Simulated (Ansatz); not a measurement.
CdTe under load (space group R3m), r2SCAN with spin-orbit coupling, rigid bands (Ansatz, a quantum-chemistry and plane-wave program). Condition of this run: biaxial stress in (111) of 1 GPa (compression positive) (the target of the relaxation). Band gap 1.00 eV, N_c = 7.45e17 cm⁻³ and N_v = 6.49e18 cm⁻³ at 300 K, conductivity masses of 0.101 mₑ (electrons) and 0.398 mₑ (holes). Take k_BT = 0.02585 eV.

Task: A film of it is 5 nm thick. Estimate the confinement energies in an infinite well.

Result: ħ²π²/(2m t²) = 0.376 eV·nm²/(m/mₑ × t²) gives 149 meV for electrons and 37.8 meV for holes, so the gap would widen to about 1.19 eV. Finite barriers and nonparabolic bands lower this, and with several valleys or bands the heaviest mass along the normal sets the lowest level, not this average.

Task: What thermal injection velocity √(2k_BT/πm) limits a ballistic channel?

Result: 1.69e7 cm/s for electrons and 8.53e6 cm/s for holes, a ratio of √(m_h/m_e) = 1.99, for dilute carriers.

Task: Find the intrinsic carrier density and the intrinsic Fermi level.

Result: n_i = √(N_c N_v) exp(−E_g/2k_BT) = 2.20e18 × exp(−19.34) = 8.8e9 cm⁻³. The level lies (k_BT/2) ln(N_v/N_c) = 28 meV from mid-gap (positive towards the conduction band). Each 0.1 eV added to the gap lowers n_i by a factor of 6.9.

Rigid bands with the computed gap; masses take one relaxation time for all states. Geometry: cell and atoms relaxed with PBEsol.
